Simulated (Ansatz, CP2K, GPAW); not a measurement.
Code comparison for LuCl3 (P6_3/mmc, 8 atoms in the cell)

Band-structure calculation.

```
LuCl3
1.0
    9.50178     0.00000     0.00000
   -4.75089     8.22878     0.00000
    0.00000     0.00000     3.48646
Lu Cl
2 6
Direct
  0.66667   0.33333   0.25000
  0.33333   0.66667   0.75000
  0.78410   0.21590   0.75000
  0.21590   0.78410   0.25000
  0.56820   0.78410   0.25000
  0.43180   0.21590   0.75000
  0.78410   0.56820   0.75000
  0.21590   0.43180   0.25000
```

Shared settings, as Ansatz (a program for electronic structure) writes them: kpoints.mp_grid.grid = 2 2 5; scf.occupations.method = fixed. Potentials and cutoffs stand in the table.

```json
[
 {"code": "CP2K", "model": "LDA (Pade form), GPW, DZVP-MOLOPT-SR-GTH basis, GTH-PADE potentials (GTH_POTENTIALS)", "gap along the path (eV)": "3.38", "smallest direct gap (eV)": "3.38", "cutoff": "grid 500 Ry"},
 {"code": "Ansatz", "model": "LDA (PW92), PAW files made with PBE", "gap along the path (eV)": "3.38", "smallest direct gap (eV)": "3.39", "cutoff": "420 eV"},
 {"code": "GPAW", "model": "LDA (Perdew-Wang 92), GPAW PAW datasets LDA (gpaw-data 1.0.1)", "gap along the path (eV)": "3.39", "smallest direct gap (eV)": "3.40", "cutoff": "850 eV"}
]
```

On Ansatz's run: spin-orbit coupling is off.

The spread over the programs that give each value: gap along the path within 0.01 eV; smallest direct gap within 0.02 eV.

CP2K uses small atom-centred bases, whose incompleteness enters pressures, forces and empty levels differently from a plane-wave cutoff.

The starting cell comes from a database of computed structures (which also holds hypothetical and non-ambient phases and stackings), without a prior relaxation at this level. Its lattice was rescaled by a random factor within 2.5 % of one.

Keys are those of Ansatz 0.2.
